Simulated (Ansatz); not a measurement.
We consider Si (C2/m, No. 12, 8 atoms in the cell; start mp-1079297; another form than the element's usual one), described by HSE06 (Ansatz, a program for electronic structure, PAW).

Settings: plane-wave cutoff 460 eV, 6×6×4 k mesh (along the axes of the cell as run), Fermi–Dirac smearing 0.01 eV, scalar-relativistic PAW data made under PBE.

Cell (relaxed with PBEsol):

```yaml
crystal:
  lattice:
    - [6.90169, -1.91975, 0.00017]
    - [6.90169, 1.91975, 0.00017]
    - [-0.74536, 0.00000, 6.28257]
  atoms:
    - { symbol: Si, position: [0.05532, 0.05532, 0.87337] }
    - { symbol: Si, position: [0.94468, 0.94468, 0.12663] }
    - { symbol: Si, position: [0.55908, 0.55908, 0.65330] }
    - { symbol: Si, position: [0.44092, 0.44092, 0.34670] }
    - { symbol: Si, position: [0.21255, 0.21255, 0.05704] }
    - { symbol: Si, position: [0.78745, 0.78745, 0.94296] }
    - { symbol: Si, position: [0.72703, 0.72703, 0.58571] }
    - { symbol: Si, position: [0.27297, 0.27297, 0.41429] }
```

Q: Predict the band gap and smallest direct gap on the k points sampled.

A: 
* **band gap**: 0.78 eV (on the SCF k mesh) (indirect)
* **smallest direct gap on the k points sampled**: 1.08 eV

Note: cell and atoms aren't relaxed at this level (largest force component 0.05 eV/Å, pressure 0.3 GPa).

The computed numbers hold no vibrational or temperature effects.

The result took very roughly 8 core-minutes.

A start named mp-… is a Materials Project structure, which need not be a measured phase.
